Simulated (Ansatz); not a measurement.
## Cubic perovskite KZnF3

Computed with PBE (Ansatz, a first-principles code, PAW).

Numerical settings: plane-wave cutoff 520 eV, 6×6×6 k mesh, scalar-relativistic PAW data made under PBE.

Cell: measured lattice: a = 4.0550 Å, b = 4.0550 Å, c = 4.0550 Å, α = 90.00°, β = 90.00°, γ = 90.00°.

| Item | Result |
|---|---|
| elastic constant C11 | 149 GPa |
| elastic constant C12 | 59.0 GPa |
| elastic constant C44 | 33.9 GPa |
| Voigt–Reuss–Hill bulk modulus | 89.0 GPa |
| polycrystal shear modulus (Hill average) | 38.0 GPa |
| Young modulus | 99.7 GPa |
| Poisson ratio | 0.313 |

Measured, for comparison: elastic constant C11 134 ± 1 GPa, elastic constant C12 52.7 ± 0.5 GPa, elastic constant C44 38.1 GPa (temperature not stated, not corrected to a static lattice; as tabulated in Vaitheeswaran et al. (2016), arXiv:1609.00541). Computed (rounded) less measured: elastic constant C11 +11 %, elastic constant C12 +12 %, elastic constant C44 -11 %.

Note: the cell isn't this level's own, so it is under some stress, which shifts stiffness and frequencies.

Elastic constants are with the ions relaxed.

Computed values are for the static lattice.
